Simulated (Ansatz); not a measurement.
## PtTe2, pressure series

The reference is PtTe2 (space group P-3m1, No. 164; layered).

```yaml
crystal:
  lattice:
    - [4.05231, 0.00000, 0.00000]
    - [-2.02615, 3.50940, 0.00000]
    - [0.00000, 0.00000, 5.09639]
  atoms:
    - { symbol: Te, position: [0.66667, 0.33333, 0.73307] }
    - { symbol: Te, position: [0.33333, 0.66667, 0.26693] }
    - { symbol: Pt, position: [0.00000, 0.00000, 0.00000] }
```

Cell and atoms are relaxed at each pressure.

Calculations: Ansatz (a program for electronic structure), PBE-D3(BJ), PAW, cutoff 420 eV, no spin-orbit coupling.

| pressure (GPa) | volume per atom (Å³/atom) |
|---|---|
| -2 | 25.010 |
| -1 | 24.548 |
| 0 | 24.159 |
| 0.3 | 24.052 |
| 0.7 | 23.917 |
| 3 | 23.245 |
| 5 | 22.756 |
| 7.5 | ? |
| 10 | 21.782 |

Task: Fit the third-order Birch–Murnaghan form P(V) = (3B₀/2)[(V₀/V)^(7/3) − (V₀/V)^(5/3)]·[1 + (3/4)(B₀′ − 4)((V₀/V)^(2/3) − 1)] (squares taken in P) to the rows shown and predict the withheld row.

Result: Least squares on the printed values gives V₀ = 24.165 Å³/atom, B₀ = 66.8 GPa, B₀′ = 7.2; this predicts 22.230 Å³/atom, and the run gives 22.232 Å³/atom, 0.002 higher.

Load acts through the strain it causes; cell and atoms are relaxed under it. Whether these cells are dynamically stable was not tested. Competing high-pressure phases were not computed. The final runs are not spin-polarised.
